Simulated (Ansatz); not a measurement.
The starting structures come from a database of crystals and need not be the phases stable at ambient conditions.

**Evanescent states of Ba3Sn2 (P4_32_12, not sure to be the ambient phase, 20 atoms a cell, 40.6 Å³ an atom) along the normal of (001)**

Calculation: r2SCAN (plane waves, PAW; Ansatz, an electronic-structure program).

The gap is the functional's own, uncorrected, and κ follows it; spin-orbit coupling is left out. Mid-gap values are interpolated between the computed energies.

Energies count from the valence-band top; κ is the least over a 6×6 mesh across the current.

| E (eV) | κ (1/Å) | where |
|---|---|---|
| 0.03 | 0.067 | off Γ |
| 0.07 | 0.106 | off Γ |
| 0.12 | 0.128 | off Γ |
| 0.17 | 0.144 | off Γ |
| 0.23 | 0.154 | off Γ |
| 0.28 | 0.158 | off Γ |
| 0.33 | 0.161 | off Γ |
| 0.38 | 0.163 | off Γ |
| 0.42 | 0.163 | off Γ |
| 0.47 | 0.151 | Γ |
| 0.53 | 0.132 | Γ |
| 0.57 | 0.107 | Γ |
| 0.62 | 0.070 | Γ |

Question: How thick must the barrier be to attenuate the transmission by 10^8 when the electrodes' Fermi level lies at 0.28 eV, and what attenuation does that film give at 0.62 eV?

Answer: d = 8 ln 10 / (2 × 0.158) = 58.3 Å. At 0.62 eV it gives 8 × 0.070/0.158 = 3.5 decades.
